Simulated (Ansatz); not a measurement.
GaAs, thickness series

The parent structure is GaAs in the zinc blende structure (space group F-43m, No. 216; a = 5.667 Å). Axes: x, y, z lie along the cube axes.

Free-standing slabs (2 atom(s) a layer) normal to [110] with 15 Å of vacuum; in-plane cell held at bulk.

Computed with r2SCAN, PAW, 500 eV (Ansatz, a program for electronic structure; no spin-orbit coupling).

For the base:

The band gap is 0.96 eV.

### Question
The aim is a band gap between 1.83 eV and 1.96 eV. Which of these changes reaches it?
(A) 7 layers
(B) 2 layers
(C) 6 layers

### Answer
B, 2 layers. It gives 1.90 eV; 7 layers gives 1.07 eV; 6 layers gives 1.23 eV. Changes not listed may reach it too

Whether these cells are dynamically stable was not tested.
